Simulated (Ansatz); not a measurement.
Input and output of a self-consistent single point for LaGa (Cm, 4 atoms in the cell) (Ansatz, a quantum-chemistry and plane-wave program).

Computed with LDA (PW92), default PAW files made with PBE (plane waves; Ansatz).

```
CELL_PARAMETERS angstrom
      2.30652    -5.75041     0.00000
      2.30652     5.75041     0.00000
      0.00000     0.00000     4.27854
ATOMIC_POSITIONS crystal
  La 0.86046 0.13954 0.26169
  La 0.13954 0.86046 0.75000
  Ga 0.56722 0.43278 0.25000
  Ga 0.43278 0.56722 0.75000
```

Reference input (self-consistent single point, DFT, LDA (PW92), plane waves, default PAW files made with PBE): basis.ecutwfc = 420 eV; kpoints.mp_grid.grid = 6 6 6; hamiltonian.xc = lda; hamiltonian.pseudopotentials = {kind: paw} (the program's default PAW files); scf.occupations.method = gaussian; scf.occupations.width = 0.1 eV. This run's input differs from it in these lines:

Ansatz 0.2 input:
```diff
@@ -14,3 +14,3 @@
 kpoints:
-  mp_grid: { grid: [6, 6, 6] }
+  mp_grid: { grid: [10, 10, 10] }
 hamiltonian:
@@ -19,3 +19,3 @@
 scf:
-  occupations: { method: gaussian, width: 0.1 }
+  occupations: { method: methfessel_paxton, width: 0.02 }
 output:
```

Output, abridged:

```
SCF iter   1: F=—  HF=-19568.420116 eV  |F-HF|=—  |Δ(HF+E_count)|=         —  Δρ=6.68e-3  dr2=8.95e-2  ethr=1.77e-3  ⟨swp⟩=6.0  Hψ=34139  notcnv=0
all-band conjugate gradients solve this SCF's bands
preconditioner: auto → Kerker (q_TF=auto, 2.364 Å⁻¹)
SCF iter   2: F=—  HF=-19568.404833 eV  |F-HF|=—  |Δ(HF+E_count)|=   1.53e-2  S|Δr|=    0.00e0  Δρ=3.67e-3  dr2=3.49e-2  ethr=1.86e-4  ⟨swp⟩=3.3  Hψ=13778  notcnv=0  defer=221
   [... lines left out ...]
SCF iter   6: F=—  HF=-19568.397323 eV  |F-HF|=—  |Δ(HF+E_count)|=   6.84e-6  S|Δr|=    0.00e0  Δρ=3.54e-5  dr2=1.41e-6  ethr=2.59e-8  ⟨swp⟩=2.0  Hψ=12463  notcnv=0  defer=221
SCF iter   7: F=—  HF=-19568.397322 eV  |F-HF|=—  |Δ(HF+E_count)|=   1.45e-6  S|Δr|=    0.00e0  Δρ=1.46e-5  dr2=2.09e-7  ethr=2.95e-9  ⟨swp⟩=2.0  Hψ=11727  notcnv=0  defer=221
SCF iter   8: F=-19568.397322 eV  HF=-19568.397322 eV  |F-HF|=5.17e-9  |Δ(HF+E_count)|=   3.12e-8  S|Δr|=    0.00e0  Δρ=2.92e-6  dr2=1.03e-8  ethr=2.08e-10  ⟨swp⟩=12.7  Hψ=39231  notcnv=0
SCF 1 converged in 8 iterations: F = -19568.397322 eV  dr2 = 1.03e-8
Stability not checked (fill_not_monotonic)
Free energy (F): -19568.397322 eV
Internal energy: -19568.397232 eV  (E = F + TS)
E sigma→0 (E₀):  -19568.397299 eV
Entropy (-TS):   -0.000090 eV (-0.023 meV/atom)
Fermi energy:    9.813510 eV
--- Forces (eV/Å), atoms counted from 1 ---
  atom   1  La     0.00000000    -0.08226036    -0.11082339
  atom   2  La     0.00000000     0.08433008     0.02121060
  atom   3  Ga     0.00000000     0.05369931    -0.01599447
  atom   4  Ga     0.00000000    -0.05576860     0.10560497
--- Stress (GPa, compression-positive) ---
       -4.861468       0.000000       0.000000
        0.000000      -4.286173      -0.182929
        0.000000      -0.182929      -5.097549
  P = ⅓ Tr σ = -4.7484 GPa (-47.484 kbar)
  The stress holds the Pulay correction. Without it, at fixed plane waves, as pw.x and ABINIT print it: P = -4.7584 GPa
```

The run converged in 8 iterations. Against the reference run the free energy rises by 2.0 meV/atom, the pressure moves little (-4.73 to -4.75 GPa) and the largest force moves little (0.134 to 0.138 eV/Å).

The starting cell comes from a database of computed structures (which also holds hypothetical and non-ambient phases and stackings), without a prior relaxation at this level. Its lattice was rescaled by up to half a per cent. One atom was moved a little off its site on purpose. With a pressure of about -5 GPa the cell is away from its equilibrium volume at this level. Ansatz's pressure includes its estimate of the finite-basis (Pulay) stress.

Cost on one core of a shared machine: roughly 90 s.
